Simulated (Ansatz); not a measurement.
# Os, response to strain

Consider Os in the hcp (Mg type) structure (space group P6_3/mmc, No. 194; relaxed with 0.1 eV smearing).

```xyz
2
Lattice="2.7543 0.0000 0.0000 -1.3772 2.3853 0.0000 0.0000 0.0000 4.3474" Properties=species:S:1:pos:R:3 pbc="T T T"
Os     1.3772     0.7951     3.2605
Os     0.0000     1.5902     1.0868
```

Strains are applied to the cell and any free atomic positions relax.

The values are results of Ansatz (a first-principles code) PBE, scalar-relativistic without spin-orbit coupling, not measurements.

Notes on the quantities. pressure: mean of the normal stresses, compression positive.

```
isotropic strain (%)  pressure (GPa)
--------------------  --------------
-2.5                            36.2
-1.5                            20.1
-1                              12.9
0                                0.0
0.5                                ?
1                              -11.0
1.5                            -15.9
2.5                            -24.6
3                              -28.4
```

Task: Fit P = P₀ − Bδ + Cδ² with δ = (1 + ε)³ − 1 to the rows shown and predict the withheld row.

Result: Least squares on the printed values gives P₀ = 0.1 GPa, B = 408 GPa (at held cell shape), C = 1110 GPa (largest residual 0.3 GPa); this predicts -5.8 GPa, and the run gives -5.7 GPa, in agreement.

Whether these cells are dynamically stable was not tested. All final runs are without spin polarisation.
